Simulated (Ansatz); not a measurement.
Al4C3 (R-3m, No. 166) was calculated with PBE0 (plane waves, PAW; Ansatz, a quantum-chemistry and plane-wave program).

Total energies, extrapolated to zero smearing (they compare only within this program, potentials and cutoff):

```csv
system,energy (eV/atom)
"Al4C3 (R-3m, No. 166), relaxed",-415.1848
fcc Al,-537.9820
graphite,-250.9955
```

Problem. Work out the formation enthalpy per atom.

Solution. ΔH_f ≈ ΔE = -415.1848 − [4 × (-537.9820) + 3 × (-250.9955)]/7 = -0.197 eV/atom (0 K, no vibrations). The reference value is -0.319 eV/atom (measured, 298 K, copied from a table, unchecked, not corrected to a static lattice; as tabulated in Wang et al. (2021), doi:10.1038/s41598-021-94550-5), a difference of +0.122 eV/atom.

The PAW data were made under PBE.
